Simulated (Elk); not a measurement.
Input and output of a self-consistent single point for Ta3Ru (Fm-3m, 4 atoms in the cell) (Elk).

Level of theory: Elk 10.2.4 with PBEsol, all-electron FP-LAPW, Elk's shipped species files, APW+lo basis with extra local orbitals.

The change in words: lattice scaled by 0.98. Reference geometry:
```yaml
crystal:
  lattice:
    - [0.00000, 3.24822, 3.24822]
    - [3.24822, 0.00000, 3.24822]
    - [3.24822, 3.24822, 0.00000]
  atoms:
    - { symbol: Ta, position: [0.25000, 0.25000, 0.25000] }
    - { symbol: Ta, position: [0.75000, 0.75000, 0.75000] }
    - { symbol: Ta, position: [0.50000, 0.50000, 0.50000] }
    - { symbol: Ru, position: [0.00000, 0.00000, 0.00000] }
```

Reference input (self-consistent single point, DFT, PBEsol, all-electron FP-LAPW, Elk's shipped species files, APW+lo basis with extra local orbitals): xctype = 22; rgkmax = 8; stype = 3; swidth = 0.00183747 Ha; ngridk = 9 9 9; tforce = true; gmaxvr = 18 1/bohr; lmaxapw = 10; lmaxo = 8; nxlo = 2; lorbcnd = true; lradstp = 2. This run's input differs from it in these lines:

```diff
@@ -43,5 +43,5 @@
 avec
-    0.0000000000    6.1382367439    6.1382367439
-    6.1382367439    0.0000000000    6.1382367439
-    6.1382367439    6.1382367439    0.0000000000
+    0.0000000000    6.0154725759    6.0154725759
+    6.0154725759    0.0000000000    6.0154725759
+    6.0154725759    6.0154725759    0.0000000000
```

Output, abridged:

```
│ Self-consistent loop started │
│ Loop number : 1 │
 total energy                :     -51397.5554457
│ Loop number : 2 │
 total energy                :     -51397.8738195
RMS change in Kohn-Sham potential (target) :   0.2193225973     (  0.1000000000E-05)
Absolute change in total energy (target)   :   0.3183738143     (  0.1000000000E-03)
│ Loop number : 3 │
 total energy                :     -51402.0515087
RMS change in Kohn-Sham potential (target) :   0.1816320591     (  0.1000000000E-05)
Absolute change in total energy (target)   :    4.257282633     (  0.1000000000E-03)
│ Loop number : 4 │
   [... lines left out ...]
Absolute change in total energy (target)   :   0.5256912482E-03 (  0.1000000000E-03)
│ Loop number : 15 │
 total energy                :     -51394.1041939
RMS change in Kohn-Sham potential (target) :   0.1005202356E-05 (  0.1000000000E-05)
Absolute change in total energy (target)   :   0.1966233685E-03 (  0.1000000000E-03)
│ Loop number : 16 │
 total energy                :     -51394.1042302
RMS change in Kohn-Sham potential (target) :   0.3880395366E-06 (  0.1000000000E-05)
Absolute change in total energy (target)   :   0.1283927122E-04 (  0.1000000000E-03)
Convergence targets achieved

│ Loop number : 17 │

Energies :
 Fermi                       :     0.484650332094
 total energy                :     -51394.1042204

Density of states at Fermi energy :    63.19058793
 (states/Hartree/unit cell)

Estimated indirect band gap :   0.1787856673E-02
 from k-point      2 to k-point     25
Estimated direct band gap   :   0.1032491161E-01
 at k-point     14

Charges :
 core                        :    166.0000000
 valence                     :    97.00000000
 interstitial                :    6.078219357
 muffin-tins (core leakage)
  species :    1 (Ta)
   atom    1                 :    71.19832268     (  0.1068234148E-05)
   atom    2                 :    71.19832268     (  0.1068234148E-05)
   atom    3                 :    71.39236496     (  0.1081734233E-05)
  species :    2 (Ru)
   [... lines left out ...]
   total force               :    -0.00000000    0.00000000    0.00000000
   total magnitude           :     0.00000000
 species :    2 (Ru)
  atom :    1
   Hellmann-Feynman          :     0.00000000    0.00000000    0.00000000
   IBS                       :    -0.00000000   -0.00000000   -0.00000000
   total force               :    -0.00000000    0.00000000   -0.00000000
   total magnitude           :     0.00000000
```

The run converged in 17 iterations. The count includes the last loop, which Elk runs after its targets are met. 

The starting cell comes from a database of computed structures (which also holds hypothetical and non-ambient phases and stackings), without a prior relaxation at this level. Its lattice was rescaled by a random factor within 2.5 % of one. For this run, on top of that: lattice scaled by 0.98. Spin-orbit coupling is off. Spin polarisation is off. Values depend on the basis (sphere radii, cutoffs, local orbitals), which need not be converged. The log's line on a gap gives a spacing of levels on this mesh, which the program prints for metals too.
